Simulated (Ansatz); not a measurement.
**Al2O3: biaxial strain +2.25 %, plane normal [001], relaxed out of plane**

Consider Al$_{2}$O$_{3}$ in the corundum structure (space group R-3c, No. 167; a = 4.7738 Å, c = 13.0147 Å (hexagonal axes)). Axes: x lies along a and z along c of the hexagonal cell.

It is then changed as follows: biaxial strain +2.25 %, plane normal [001], relaxed out of plane (Cartesian); in-plane vectors clamped, the third vector and the atoms free.

Calculations: Kohn–Sham DFT with the PBEsol functional, run in Ansatz (a quantum-chemistry and plane-wave program) with PAW and 420 eV plane waves, scalar-relativistic without spin-orbit coupling. k-mesh 8×8×8 (Γ-centred); smearing 0.05 eV (Fermi–Dirac).

- Volume per atom: 8.85 Å³ (base 8.56 Å³)
- Space group: R-3c (No. 167) (base R-3c (No. 167))
- Shortest interatomic distance: 1.887 Å (base 1.861 Å)
- Energy relative to the base (free energy F): +15 meV/atom
- Band gap: 5.35 eV (base 6.03 eV)
- Gap character: direct at Γ (base direct at Γ)
- Electron mass: 0.40 mₑ out of plane, 0.35 mₑ in plane (at Γ) (base 0.40 mₑ along c, 0.37 mₑ across (at Γ))
- Valence-band top at Γ (three highest levels, from the VBM): 0.00, -0.31, -0.31 eV (base 0.00, -0.04, -0.04 eV)
- Out-of-plane strain: -1.10 %
- Ratio −ε⊥/ε∥: 0.49
- Mean in-plane stress (compression positive): -11.7 GPa

Masses are band curvatures over ±0.01 Å⁻¹ around the edge. No phonon test of stability was made.
